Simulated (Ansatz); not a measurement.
Zinc-blende NaI (model structure), treated with r²SCAN+rVV10 in Ansatz (PAW).

Numerical settings: plane-wave cutoff 500 eV, 8×8×8 k mesh, gaussian smearing 0.02 eV, scalar-relativistic PAW data made under PBE.

Cell (relaxed at this level):

```
NaI
1.0
    0.00000     3.51113     3.51113
    3.51113     0.00000     3.51113
    3.51113     3.51113     0.00000
Na I
1 1
Direct
  0.00000   0.00000   0.00000
  0.25000   0.25000   0.25000
```

### Question
Give the computed band gap.

### Answer

- band gap = 4.35 eV (on the SCF k mesh)

Note: the relaxation could raise the start's symmetry but not lower it, so the cell can be a saddle point.

Spin–orbit coupling is not included; with these elements it can move the gap by several tenths of an eV or more.

The computed numbers hold no vibrational or temperature effects.

Cost on a shared machine: around 60 core-seconds (rough).

A model structure was made by putting elements into a prototype or built by hand; it is no filed structure, need not be a known phase, and can be a saddle point held by its symmetry.

Ansatz is a first-principles code.
